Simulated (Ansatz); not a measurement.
Ti₂AlN (P6_3/mmc), PBEsol, DFPT electron-phonon coupling, linearised Boltzmann equation run with Ansatz (a quantum-chemistry and plane-wave program): phonon-limited resistivity 16.1 μΩ·cm at 300 K along x (a = (2.96, 0.00, 0.00) Å; b = (-1.48, 2.57, 0.00) Å; c = (0.00, 0.00, 13.53) Å), Drude plasma energy 3.98 eV.

Problem. What Drude relaxation time do resistivity and plasma energy imply?

Solution. ω_p = 6.05e15 s⁻¹, so τ = 1/(ε₀ ω_p² ρ) = 19.2 fs, a damping ħ/τ of 34.3 meV.

Problem. What is the classical skin depth at 1 GHz (nonmagnetic, μ₀ = 1.257×10⁻⁶ H/m)?

Solution. δ = √(ρ/(π f μ₀)) = 6390 nm.

A metal at this level (no band gap). Only scattering by harmonic phonons is included (no impurities, grain boundaries, electron-electron scattering or thermal expansion). Spin-orbit coupling is left out. Halving the electron mesh (32x32x8) moves the resistivity by up to 4 % at 300 K. Smearing 0.20 eV; phonons on a 5x5x1 q mesh, which this run doesn't test.

Computed structure with no diffraction record at hand here (it may be known, metastable or hypothetical): Ti2AlN (P6_3/mmc).
